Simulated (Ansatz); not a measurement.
Take MgF2 in the rutile structure (space group P4_2/mnm, No. 136; a = 4.639 Å, c = 3.062 Å) as the base.

Levels (all Ansatz, a program for electronic structure, PAW): PBEsol (420 eV, without spin-orbit coupling); r2SCAN (500 eV, no SOC); HSE06 (420 eV, spin-orbit coupling left out).

At the geometry relaxed with PBEsol, these levels gave the following band gaps, in shuffled order: (a) 9.38 eV, (b) 6.89 eV, (c) 7.98 eV.

Match each gap to its level.

(a) HSE06; (b) PBEsol; (c) r2SCAN.

Single points use the geometry relaxed with PBEsol. Whether these cells are dynamically stable was not tested. The base started in Pnnm and relaxed to P4_2/mnm at this level.
